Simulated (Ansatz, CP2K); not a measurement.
# Code comparison for HfIN (P1, 6 atoms in the cell)

Self-consistent single point, at a second geometry (atoms moved at random). First geometry:

```
HfIN
1.0
    1.84638     1.06601    10.77865
   -1.84638     1.06601    10.77865
    0.00000    -2.13202    10.77865
Hf I N
2 2 2
Direct
  0.79441   0.79441   0.79441
  0.20559   0.20559   0.20559
  0.39305   0.39305   0.39305
  0.60695   0.60695   0.60695
  0.13994   0.13994   0.13994
  0.86006   0.86006   0.86006
```

Second geometry:
```
HfIN
1.0
    1.84638     1.06601    10.77865
   -1.84638     1.06601    10.77865
    0.00000    -2.13202    10.77865
Hf I N
2 2 2
Direct
  0.78332   0.79522   0.79731
  0.20245   0.20463   0.21168
  0.37994   0.40190   0.39534
  0.62224   0.59978   0.60480
  0.16094   0.12603   0.13180
  0.85111   0.87244   0.85908
```

Shared settings, as Ansatz (a program for electronic structure) writes them: kpoints.mp_grid.grid = 5 5 5; scf.occupations.method = fermi_dirac; scf.occupations.width = 0.0015 Ry. Potentials and cutoffs stand in the table.

```json
[
 {"code": "Ansatz", "model": "PBEsol, PAW files made with PBE", "ΔF from the first geometry (meV/atom)": "25.6", "pressure (GPa)": "-3.65", "largest force (eV/Å)": "1.638", "gap on the mesh (eV)": "1.007", "cutoff": "30.9 Ry"},
 {"code": "CP2K", "model": "PBEsol, GPW, DZVP-MOLOPT-SR-GTH basis, GTH-PBE potentials (GTH_POTENTIALS)", "ΔF from the first geometry (meV/atom)": "29.2", "pressure (GPa)": "-4.03", "largest force (eV/Å)": "1.863", "gap on the mesh (eV)": "1.025", "cutoff": "grid 500 Ry"}
]
```

Size of the force on each atom (eV/Å): Sizes of forces hide their directions.

```tsv
code	Hf1	Hf2	I3	I4	N5	N6
Ansatz	1.638	0.347	0.146	0.392	1.242	0.751
CP2K	1.863	0.488	0.213	0.345	1.177	0.804
```

Gaps are read on the mesh.

On Ansatz's run: spin-orbit coupling is off.

The spread over the programs that give each value: ΔF from the first geometry within 3.6 meV/atom; pressure within 0.38 GPa; largest force within 0.225 eV/Å; gap on the mesh within 0.018 eV.

CP2K uses small atom-centred bases, whose incompleteness enters pressures, forces and empty levels differently from a plane-wave cutoff. Ansatz's pressure is given at a fixed set of plane waves, as the other plane-wave codes print theirs; with its correction for the finite basis it is -3.52 GPa.

The starting cell comes from a database of computed structures (which also holds hypothetical and non-ambient phases and stackings), without a prior relaxation at this level. For this run, on top of that: atoms moved at random.

Keys are those of Ansatz 0.2.
